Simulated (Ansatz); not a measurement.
Cu on the W site in bcc W (start: the W site; 54-site cell, 4×4×4 shifted sampling), host crystal and elements as references (Δμ(W) = 0.00 eV, Δμ(Cu) = 0.00 eV; Cu taken from its element, since no compound that bounds it was computed at this level; only phases computed here count, gases as isolated molecules at 0 K). Computed with PBE, PAW (plane waves to 420 eV; Ansatz, an electronic-structure program). In charge state 0 (not spin-polarised) the formation energy is 1.26 eV. The crystal has 6.19 × 10^22 W sites per cm³.

Question: Estimate the equilibrium concentration at 900 K in the dilute limit, leaving out vibrational entropy and degeneracy.

Answer: kT = 0.0776 eV; c = N exp(−E_f / kT) = 6.19 × 10^22 × exp(−16.2) ≈ 5 × 10^15 cm^-3. An error of 0.2 eV in E_f moves this by a factor of 13.
